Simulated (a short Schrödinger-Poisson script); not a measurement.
MOS inversion layer, SiO2 on p-type Si(100)

System: MOS inversion layer, SiO2 on p-type Si(100), at 300 K.

| layer | material | thickness (nm) | Na (cm⁻³) |
|---|---|---|---|
| 1 | SiO2 | 3.4 | - |
| 2 | Si | 1200 | 1.3e17 |

The device is made up for the run: typed textbook-type constants, with dimensions and the other settings drawn at random. SiO2: permittivity 3.9, conduction-band edge (eV) 3.15, gap (eV) 9, electron mass (mₑ) 0.5. Si: permittivity 11.7, conduction-band edge (eV) 0, gap (eV) 1.124, Nv at 300 K (cm⁻³) 3.1e19.

Channel valleys (confinement mass, in-plane density-of-states mass, number): Δ2 0.916, 0.19, 2; Δ4 0.19, 0.417, 4. At the gate the conduction-band edge of layer 1 lies 3.47 eV − eVg above the Fermi level of the channel; the field vanishes at the back. Gaps are held at their typed values at every temperature. Mesh 0.03 nm at interfaces.

From a short Schrödinger-Poisson script (our own, NumPy): 1D Poisson equation in equilibrium, electrons quantum, Hartree (BenDaniel-Duke, 12 states a valley, the channel's in-plane mass for all, wave functions ending at the dielectric), parabolic valleys, classical holes, full ionisation, no traps, pinning or gate leakage.

```csv
Vg (V),electrons (cm⁻²),C (μF/cm²),Δ2 E0 (meV),Δ2 E1 (meV),Δ4 E0 (meV),Δ4 E1 (meV)
0.15,4.14e6,0.116,382.3,419.3,416.4,477.7
0.3,5.88e8,0.109,252.2,291.9,288.8,354.6
0.45,6.14e10,0.310,130.2,172.7,169.4,239.2
0.6,5.26e11,0.683,71.6,118.8,115.4,188.9
0.75,1.21e12,0.782,46.6,99.1,95.7,172.2
0.9,1.96e12,0.824,30.8,88.3,85.0,164.0
1.05,2.74e12,0.847,19.0,81.2,77.9,158.9
1.2,3.54e12,0.863,9.4,75.9,72.6,155.5
1.35,4.35e12,0.874,1.2,71.7,68.5,153.0
1.5,5.17e12,0.882,-6.1,68.3,65.1,151.0
1.65,6.00e12,0.888,-12.8,65.3,62.1,149.4
1.8,6.83e12,0.894,-19.0,62.7,59.6,148.0
1.95,7.67e12,0.898,-24.8,60.3,57.2,146.8
2.1,8.51e12,0.902,-30.3,58.2,55.1,145.8
2.25,9.36e12,0.905,-35.6,56.2,53.1,144.9
2.4,1.02e13,0.908,-40.7,54.3,51.3,144.1
2.55,1.11e13,0.910,-45.7,52.5,49.5,143.4
2.7,1.19e13,0.912,-50.5,50.9,47.8,142.7
```

Gate voltages with under 1e6 electrons/cm² are left out.

Subbands count from the Fermi level.
